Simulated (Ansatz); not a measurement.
The starting structures come from a database of crystals and need not be the phases stable at ambient conditions.

 Where the default PAW files enter, the runs use the earlier of Ansatz's two default sets.

Given:

```yaml
crystal:
  lattice:
    - [5.22325, 0.00000, 0.00000]
    - [-2.61163, 4.52347, 0.00000]
    - [2.61163, 1.50782, 11.56356]
  atoms:
    - { symbol: Ba, position: [0.50000, 0.25000, 0.25000] }
    - { symbol: Ba, position: [0.50000, 0.75000, 0.75000] }
    - { symbol: Zr, position: [0.00000, 0.00000, 0.00000] }
    - { symbol: Zr, position: [0.00000, 0.50000, 0.50000] }
    - { symbol: B, position: [0.73778, 0.36889, 0.89334] }
    - { symbol: B, position: [0.26222, 0.63111, 0.10666] }
    - { symbol: B, position: [0.26222, 0.13111, 0.60666] }
    - { symbol: B, position: [0.73778, 0.86889, 0.39334] }
    - { symbol: O, position: [0.83120, 0.16792, 0.39072] }
    - { symbol: O, position: [0.16880, 0.83208, 0.60928] }
    - { symbol: O, position: [0.44136, 0.66328, 0.39072] }
    - { symbol: O, position: [0.55864, 0.33672, 0.60928] }
    - { symbol: O, position: [0.94600, 0.77808, 0.39072] }
    - { symbol: O, position: [0.05400, 0.22192, 0.60928] }
    - { symbol: O, position: [0.05400, 0.33208, 0.10928] }
    - { symbol: O, position: [0.94600, 0.66792, 0.89072] }
    - { symbol: O, position: [0.16880, 0.83672, 0.10928] }
    - { symbol: O, position: [0.83120, 0.16328, 0.89072] }
    - { symbol: O, position: [0.55864, 0.72192, 0.10928] }
    - { symbol: O, position: [0.44136, 0.27808, 0.89072] }
```

Space group of this cell: R-3c. The cell is taken as given; by PBEsol its mean pressure is -5.4 GPa.

Transport runs along the normal of the first two printed cell vectors, the (001) plane of the conventional cell.

No gap correction and no spin-orbit coupling; mid-gap values are interpolated between computed energies.

Problem. Estimate the band gap and the smallest decay constant κ at mid-gap that Ansatz (a program for electronic structure) with PBEsol returns for this system.

Solution. Gap 4.11 eV on a 8×8×8 mesh; κ = 0.463 1/Å, at the zone centre.
